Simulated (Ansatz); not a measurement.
System: antifluorite Mg2C (high-pressure phase). Method: LDA in Ansatz (PAW).

Numerical settings: plane-wave cutoff 520 eV, 12×12×12 k mesh, scalar-relativistic PAW data made under PBE.

Computed at the level's own relaxed cell.

```
CELL_PARAMETERS angstrom
      0.00000     2.67855     2.67855
      2.67855     0.00000     2.67855
      2.67855     2.67855     0.00000
ATOMIC_POSITIONS crystal
  Mg 0.25000 0.25000 0.25000
  Mg 0.75000 0.75000 0.75000
  C  0.00000 0.00000 0.00000
```

### Question
Give the elastic tensor (Voigt notation, GPa, ions relaxed, in the Cartesian axes of the cell as printed).

### Answer

```
  301.5     2.9     2.9     0.0     0.0     0.0
    2.9   301.5     2.9     0.0     0.0     0.0
    2.9     2.9   301.5     0.0     0.0     0.0
    0.0     0.0     0.0    63.2     0.0     0.0
    0.0     0.0     0.0     0.0    63.2     0.0
    0.0     0.0     0.0     0.0     0.0    63.2
```

Computed values are for the static lattice.

Ansatz is a program for electronic structure.
